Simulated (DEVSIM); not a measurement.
Device: illuminated GaAs p-on-n cell, one wavelength, at 350 K.

Layer 1 from the left is GaAs, thickness (μm) 0.0890, Na (cm⁻³) 5.3e17, τn (s) 8.2e-9, τp (s) 2e-8, absorption coefficient (cm⁻¹) 75000. Layer 2 from the left is GaAs, thickness (μm) 1.50, Nd (cm⁻³) 2.2e15, τn (s) 5.5e-8, τp (s) 5.5e-8, absorption coefficient (cm⁻¹) 75000.

Left contact: ohmic, minority electron recombination velocity 600 cm/s. Right contact: ohmic, minority hole recombination velocity 3000 cm/s. Voltage is applied to the left contact. Recombination: SRH at mid-gap, radiative, Auger. Light enters at the left, 4.3e17 photons cm⁻² s⁻¹, one pass, no reflection. Mobility is constant in doping.

The device is made up for the run: typed textbook-type constants, with dimensions and the other settings drawn at random. Values at 300 K; Nc and Nv go as T^1.5, mobilities as T to minus their exponent, the gap by Varshni's rule with the affinity fixed.

GaAs: gap (eV) 1.424, affinity (eV) 4.07, permittivity 12.9, Nc (cm⁻³) 4.7e17, Nv (cm⁻³) 9e18, μn (cm²/Vs) 8500, μp (cm²/Vs) 400, T exponent of μn 2.1, T exponent of μp 2.2, B (cm³/s) 2e-10, Cn (cm⁶/s) 1e-30, Cp (cm⁶/s) 1e-30, Varshni α (eV/K) 0.000541, Varshni β (K) 204.

DEVSIM, 1D drift-diffusion, Boltzmann statistics, complete ionisation; no tunnelling, impact ionisation, image-force lowering or self-heating.

Dark forward current:

```tsv
|V| (V)	|J| (A/cm²)
0.05	2.650e-9
0.10	8.410e-9
0.15	2.179e-8
0.20	5.346e-8
0.25	1.289e-7
0.30	3.096e-7
0.35	7.443e-7
0.40	1.798e-6
0.45	4.378e-6
0.50	1.080e-5
0.55	2.728e-5
0.60	7.153e-5
0.65	0.0001997
0.70	0.0006121
0.75	0.002116
0.80	0.008285
0.85	0.03575
0.90	0.1607
0.95	0.6982
1.00	2.942
1.05	12.61
1.10	53.09
1.15	206.1
1.20	713.6
1.25	2208
```

Q: Work out the local ideality factor n = ΔV / (kT/q · ln(J2/J1)) between the rows 0.15 and 0.20 V, 0.85 and 0.90 V, 1.20 and 1.25 V.

A: kT/q = 30.16 mV. From 0.15 to 0.20 V: ln(5.346e-8/2.179e-8) = 0.897, n = 1.85. From 0.85 to 0.90 V: ln(0.1607/0.03575) = 1.503, n = 1.10. From 1.20 to 1.25 V: ln(2208/713.6) = 1.130, n = 1.47.

Q: What current could the absorbed light give at most, and what share is collected?

A: Σ αd = 11.9, so qΦ(1 − exp(−Σ αd)) = 68.9 mA/cm². The simulated short-circuit current is 68.64 mA/cm², a share of 1.00.

Q: Estimate the open-circuit voltage by superposition: the voltage at which the dark current equals that short-circuit current.

A: Interpolating ln J in the table gives 0.872 V. The simulation gives 0.872 V, the same within the digits that matter. Superposition holds where collection doesn't change with voltage.

Q: Estimate the fill factor from FF0 = (v − ln(v + 0.72))/(v + 1), v = qVoc/(nkT), with n from the dark curve.

A: The rows about Voc, 0.85 and 0.90 V, give n = 1.10, so v = 26.2 and FF0 = 0.842. The simulation gives 0.837, the same within the digits that matter.
